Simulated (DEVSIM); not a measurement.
Device: Mo/SiO2/p-GaSb capacitor, at 250 K.

```csv
layer (left to right),material,thickness (nm),Na (cm⁻³)
1,SiO2,3.70,-
2,GaSb,2900,4.4e16
```

Metal gate on the left, work function 4.6 eV. Fixed charge at the semiconductor interface 1.1e10 cm⁻² (in units of +e); no interface traps.

Constants are typed, rounded textbook-type inputs, not results; the design itself was drawn at random and stands for no fabricated device. Values at 300 K; Nc and Nv go as T^1.5, mobilities as T to minus their exponent, the gap by Varshni's rule with the affinity fixed.

```csv
parameter,SiO2,GaSb
gap (eV),9,0.726
affinity (eV),0.9,4.06
permittivity,3.9,15.7
Nc (cm⁻³),-,2.1e17
Nv (cm⁻³),-,1.8e19
Varshni α (eV/K),-,0.00042
Varshni β (K),-,140
```

DEVSIM, 1D Poisson equation in equilibrium, Boltzmann statistics, complete ionisation; no quantum confinement or tunnelling. Metal contacts follow the ideal Schottky-Mott rule: no Fermi-level pinning, no interface dipoles.

Problem. Tabulate band edges, carrier densities and field at 0.3 V on the gate.

Solution. Energies count from the Fermi level of the right contact; mesh points crowd at the junctions.

| x (μm) | Ec (eV) | Ev (eV) | n (cm⁻³) | p (cm⁻³) | field (V/cm) |
|---|---|---|---|---|---|
| 0.000 | 3.400 | -5.600 | < 1e2 | < 1e2 | 210000 |
| 0.001002 | 3.421 | -5.579 | < 1e2 | < 1e2 | 210000 |
| 0.002209 | 3.446 | -5.554 | < 1e2 | < 1e2 | 210000 |
| 0.003325 | 3.470 | -5.530 | < 1e2 | < 1e2 | 210000 |
| 0.004749 | 0.323 | -0.422 | 4.9e10 | 4.4e10 | 53000 |
| 0.007195 | 0.336 | -0.409 | 2.7e10 | 7.9e10 | 52000 |
| 0.01235 | 0.362 | -0.383 | 8.1e9 | 2.6e11 | 49000 |
| 0.02786 | 0.432 | -0.313 | 3.1e8 | 6.8e12 | 41000 |
| 0.05590 | 0.528 | -0.217 | 3700000 | 5.8e14 | 27000 |
| 0.1112 | 0.609 | -0.135 | 84000 | 2.5e16 | 5300 |
| 0.2315 | 0.621 | -0.124 | 49000 | 4.4e16 | 19 |
| 0.6140 | 0.621 | -0.124 | 49000 | 4.4e16 | ≈ 0 |
| 1.248 | 0.621 | -0.124 | 49000 | 4.4e16 | ≈ 0 |
| 2.089 | 0.621 | -0.124 | 49000 | 4.4e16 | ≈ 0 |
| 2.599 | 0.621 | -0.124 | 49000 | 4.4e16 | ≈ 0 |
| 2.755 | 0.621 | -0.124 | 49000 | 4.4e16 | ≈ 0 |
| 2.834 | 0.621 | -0.124 | 49000 | 4.4e16 | ≈ 0 |
| 2.870 | 0.621 | -0.124 | 49000 | 4.4e16 | ≈ 0 |
| 2.892 | 0.621 | -0.124 | 49000 | 4.4e16 | ≈ 0 |
| 2.899 | 0.621 | -0.124 | 49000 | 4.4e16 | ≈ 0 |
| 2.902 | 0.621 | -0.124 | 49000 | 4.4e16 | ≈ 0 |
| 2.904 | 0.621 | -0.124 | 49000 | 4.4e16 | ≈ 0 |
